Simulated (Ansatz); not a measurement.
Results of PBE0 (plane waves, PAW; Ansatz, a first-principles code) for SiO₂ (model structure, started from the cotunnite type, Cmce, No. 64, 12 atoms in the cell).

Numerical settings: plane-wave cutoff 460 eV, 6×8×2 k mesh (along the axes of the cell as run), Fermi–Dirac smearing 0.01 eV, scalar-relativistic PAW data made under PBE.

Cell (relaxed with PBEsol):

```xyz
12
Lattice="4.6395 0.0000 0.0000 0.0000 2.6789 0.0000 0.0000 0.0000 10.9572" Properties=species:S:1:pos:R:3 pbc="T T T"
Si     3.4796     0.6697     5.4786
Si     1.1599     0.6697    10.9572
Si     1.1599     2.0092     5.4786
Si     3.4796     2.0092     0.0000
O      2.7064     0.6697    10.0447
O      0.3866     0.6697     6.3911
O      1.9331     2.0092     0.9125
O      4.2529     2.0092     4.5661
O      1.9331     0.6697     4.5661
O     -0.3866     0.6697     0.9125
O      2.7064     2.0092     6.3911
O      5.0261     2.0092    10.0447
```

Q: Predict the band gap and smallest direct gap on the k points sampled.

A: 
* **band gap**: 9.22 eV (indirect)
* **smallest direct gap on the k points sampled**: 9.72 eV

Note: the relaxation could raise the start's symmetry but not lower it, so the cell can be a saddle point; cell and atoms aren't relaxed at this level (largest force component 0.48 eV/Å, pressure -4.1 GPa); the cell has widely spaced layers and the level no dispersion term, so their spacing and the moduli can rest on weak binding.

A model structure was made by putting elements into a prototype or built by hand; it is no filed structure, need not be a known phase, and can be a saddle point held by its symmetry.
